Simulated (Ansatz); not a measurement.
The slab is Si(111) 1x1 surface, 6 top atoms, 3 bilayers, bottom bilayer H-capped and fixed, every top atom capped by H; cell 11.5 x 6.6 Å; two neighbouring H replaced by OH; about 7 Å thick over the host's atoms, 18 atoms held. Level of theory: PBE-D3(BJ) (plane waves to 420 eV, PAW; Ansatz, a quantum-chemistry and plane-wave program). Sampling: 1x2x1 k points. The slab states were run without spin polarisation. Slab thickness, cell and mesh are as stated and are not converged limits. All energies are electronic energies at 0 K, without vibrations. Each state was relaxed from one prepared geometry.

End state of this step: H2O attacks the fragment of BH3 (once exchanged) and H2 forms. Atoms near the product:

```csv
atom,x (Å),y (Å),z (Å)
Si(15),3.838,0.021,9.483
H(29),3.857,-0.003,10.987
O(46),5.518,3.264,11.171
O(48),1.922,3.437,11.197
H(49),2.783,3.243,11.603
B(a0),6.336,3.676,12.197
H(a2),3.664,1.373,13.029
H(a3),7.329,4.321,11.992
O(b0),6.029,3.373,13.488
H(b1),3.280,1.707,13.584
H(b2),5.229,2.823,13.562
```

Q: What energy does it take to move H2 into the gas, one a cell, with the surface relaxed behind it, and what are its closest contacts before it leaves?

A: 0.10 eV. Its closest contacts to the rest of the cell: H(a2)...H(b2) 2.20 Å, H(b1)...H(b2) 2.25 Å, H(a2)...H(29) 2.47 Å.

Here BH3 is the monomer.
